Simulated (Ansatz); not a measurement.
Base system: Sn in the diamond structure (space group Fd-3m, No. 227; a = 6.5665 Å). Axes: x, y, z lie along the cube axes.

The values are results of DFT with r2SCAN, PAW potentials and a 500 eV plane-wave cutoff in Ansatz (an electronic-structure program), no spin-orbit coupling, not measurements.

For the base:

The volume per atom comes out as 35.39 Å³.

The change: compressive biaxial strain of 2.50 % in the plane normal to [001], as in epitaxy on a mismatched substrate; the out-of-plane cell vector and the atoms relax.

Problem. Predict the new energy relative to the base.

Solution. The energy rises by 10 meV/atom.

Problem. Estimate the effect on the volume per atom.

Solution. The volume per atom shrinks by 0.96 Å³ (35.39 Å³ → 34.43 Å³).

No phonon test of stability was made.
